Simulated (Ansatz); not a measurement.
Data:

End structure of Ni on a Pt site (surface) in a 3x3 cell of the 1x1 (111) surface of fcc Pt:

```
CELL_PARAMETERS angstrom
      8.42164     0.00000     0.00000
     -4.21082     7.29336     0.00000
      0.00000     0.00000    26.00000
ATOMIC_POSITIONS crystal
  Pt 0.11111 0.22222 0.36788
  Pt 0.11111 0.55556 0.36788
  Pt 0.11111 0.88889 0.36788
  Pt 0.44444 0.22222 0.36788
  Pt 0.44444 0.55556 0.36788
  Pt 0.44444 0.88889 0.36788
  Pt 0.77778 0.22222 0.36788
  Pt 0.77778 0.55556 0.36788
  Pt 0.77778 0.88889 0.36788
  Pt 0.22202 0.11131 0.45682
  Pt 0.22202 0.44404 0.45682
  Pt 0.22222 0.77778 0.45643
  Pt 0.55556 0.11111 0.45643
  Pt 0.55539 0.44436 0.45629
  Pt 0.55556 0.77778 0.45643
  Pt 0.88929 0.11131 0.45682
  Pt 0.88897 0.44436 0.45629
  Pt 0.88897 0.77794 0.45629
  Pt 0.00106 0.00212 0.54465
  Pt 0.00106 0.33227 0.54465
  Pt 0.99979 0.66656 0.54334
  Pt 0.33333 0.00001 0.54362
  Pt 0.33121 0.33227 0.54465
  Pt 0.33333 0.66666 0.54362
  Pt 0.66668 0.00001 0.54362
  Pt 0.66677 0.33354 0.54334
  Pt 0.66677 0.66656 0.54334
  Ni 0.11111 0.22222 0.62715
  Pt 0.11134 0.55293 0.63145
  Pt 0.11134 0.89175 0.63145
  Pt 0.44158 0.22199 0.63145
  Pt 0.44158 0.55293 0.63145
  Pt 0.44444 0.88889 0.63170
  Pt 0.78041 0.22199 0.63145
  Pt 0.77778 0.55556 0.63157
  Pt 0.78041 0.89175 0.63145
```

Slab: 36 atoms, 6.9 Å thick at the start (thin: gaps and levels are the slab's own); k 4x4x1, smearing 0.1 eV, dipole-corrected; 9 atoms held, the rest relaxed; symmetry of the start imposed; spin-polarised, no spin-orbit, no U.

Task: Give the work function of the top face at the level PBE (Ansatz, a quantum-chemistry and plane-wave program).

Result: 5.62 eV

Task: Predict the formation energy against fcc Ni, ferromagnetic, fcc Pt from PBE.

Result: 330 meV

Task: Predict the change of the work function from PBE.

Result: -0.062 eV

Task: Predict the change of the step from the bottom to the top vacuum level, against the clean slab from PBE.

Result: -0.068 eV
